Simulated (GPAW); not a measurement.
A relaxation of cell and atoms of C (Fd-3m, 2 atoms in the cell) with GPAW.

Method: PBE, GPAW PAW datasets PBE (gpaw-data 1.0.1) (plane waves; GPAW).

```
C
1.0
    0.00000     1.78038     1.78038
    1.78038     0.00000     1.78038
    1.78038     1.78038     0.00000
C
2
Cartesian
  1.78038   1.78038   1.78038
  2.67056   2.67056   2.67056
```

Reference input (self-consistent single point, DFT PBE, plane waves, GPAW PAW datasets PBE (gpaw-data 1.0.1)): mode = pw; ecut = 950 eV; xc = PBE; kpts = 13 13 13; mesh shift (steps) = 0 0 0; occupations.name = fermi-dirac; occupations.width = 0.01 eV; nbands = -8; convergence.bands = -6; symmetry.symmorphic = false; symmetry.tolerance = 0.0005; maxiter = 100. This run's input differs from it in these lines:

```diff
@@ -1,2 +1,4 @@
 from ase import Atoms
+from ase.filters import FrechetCellFilter
+from ase.optimize import BFGS
 from ase.units import GPa
@@ -17,3 +19,3 @@
             nbands=-8,
-            convergence={'bands': -6},
+            convergence={'density': 1e-05, 'bands': -6},
             symmetry={'symmorphic': False, 'tolerance': 0.0005},
@@ -23,2 +25,10 @@
 atoms.calc = calc
+
+target = FrechetCellFilter(atoms)
+
+opt = BFGS(target, logfile='-')
+converged = opt.run(fmax=0.05, steps=40)
+print('Relaxation converged:', converged)
+print('Cell:', atoms.cell.cellpar().round(4))
+print(atoms.get_scaled_positions().round(5))
```

Output, abridged:

```
     iter     time        total  log10-change:
                         energy   eigst   dens
iter:   1 --:--:--   -18.715634   +1.14
iter:   2 --:--:--   -18.646518   -0.89  -0.83
iter:   3 --:--:--   -18.214460   -0.98  -0.86
iter:   4 --:--:--   -18.206347   -3.54  -1.70
iter:   5 --:--:--   -18.211001   -2.61  -1.73
iter:   6 --:--:--   -18.209487   -3.52  -2.16
iter:   7 --:--:--   -18.209596c  -4.62  -3.33
iter:   8 --:--:--   -18.209501c  -4.19  -2.82
iter:   9 --:--:--   -18.209501c  -6.32  -4.71
iter:  10 --:--:--   -18.209501c  -8.20c -4.64
iter:  11 --:--:--   -18.209501c  -9.28c -4.71
iter:  12 --:--:--   -18.209501c  -9.91c -4.78
iter:  13 --:--:--   -18.209501c  -8.97c -4.78
iter:  14 --:--:--   -18.209501c  -8.66c -4.71
iter:  15 --:--:--   -18.209501c -10.09c -5.38c
Converged after 15 iterations.

Dipole moment: (2.117262, 2.117262, 2.117262) |e|*Ang

Energy contributions relative to reference atoms: (reference = -2055.256231)

Kinetic:        +16.975798
Potential:      -15.957886
External:        +0.000000
XC:             -19.265472
Entropy (-ST):   -0.000000
Local:           +0.038060
SIC:             +0.000000
--------------------------
Free energy:    -18.209501
Extrapolated:   -18.209501

Showing only first 2 kpts
 Kpt  Band  Eigenvalues  Occupancy
  0     2     12.14606    2.00000
  0     3     12.14606    2.00000
  0     4     17.75810    0.00000
  0     5     17.75810    0.00000

  1     2     11.34588    2.00000
  1     3     11.61946    2.00000
  1     4     17.58926    0.00000
  1     5     18.74724    0.00000

Fermi level: 13.17738

Gap: 4.156 eV
Transition (v -> c):
   [... lines left out ...]
Direct gap: 5.612 eV
Occupation numbers: Fermi-Dirac:
Atomic positions and initial magnetic moments
Free energy:    -18.210280
Fermi level: 13.12884
Gap: 4.149 eV
Direct gap: 5.604 eV
Occupation numbers: Fermi-Dirac:
Atomic positions and initial magnetic moments
Free energy:    -18.211120
   [... lines left out ...]
     0.000000    -0.000125     0.000000
    -0.000000     0.000000    -0.000125

Forces in eV/Ang:
  0 C     0.00000   -0.00000    0.00000
  1 C    -0.00000    0.00000   -0.00000

BFGS:    2 --:--:--      -18.211120        0.000709
Relaxation converged: True
Cell: [ 2.5251  2.5251  2.5251 60.     60.     60.    ]
[[0.5  0.5  0.5 ]
 [0.75 0.75 0.75]]
Energy (eV): -18.21112
Stress (GPa, Voigt): [-0.02 -0.02 -0.02  0.   -0.    0.  ]
```

The run converged. GPAW prints stress with tension positive. 

Summary of the result:
- Free energy E − TS (from the program's reference atoms) = -18.2111 eV
- Top of the valence band (on the code's own zero) = 12.00 eV
- Gap on the k-point mesh = 4.14 eV
- Final cell = a = 2.525 Å, b = 2.525 Å, c = 2.525 Å, α = 60.00°, β = 60.00°, γ = 60.00°
- Final volume per atom = 5.69 Å³
- Relaxation steps = 2

At such cutoffs GPAW's stress carries a finite-basis (Pulay) error, which enters relaxed cells too; its log prints stress with tension positive.

The starting cell comes from a database of computed structures (which also holds hypothetical and non-ambient phases and stackings), without a prior relaxation at this level. The relaxation keeps the symmetry of its start, so its end need not be a minimum.

Cost on one core of a shared machine: roughly 70 s.
